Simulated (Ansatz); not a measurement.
One hop of interstitial Li in diamond, charge +1 (Li moves farthest, along (-0.25, 0.25, -0.25) of the unit cell), with all lengths of the cell changed by ±1 % against the relaxed PBE lattice. These are PBE, PAW (plane waves to 420 eV; Ansatz, a first-principles code) values and carry that method's errors. Climbing-image NEB, 64 sites, 3×3×3 shifted, static nuclei, no finite-size correction.

In the compressed cell the barrier is 1.95 eV, with neighbours at the saddle 6 C at 1.59 Å.

Q: What is it in the stretched cell?

A: 1.74 eV, with neighbours at the saddle 6 C at 1.62 Å. Stretching lowers the barrier by about 0.11 eV for each 1 % of strain.
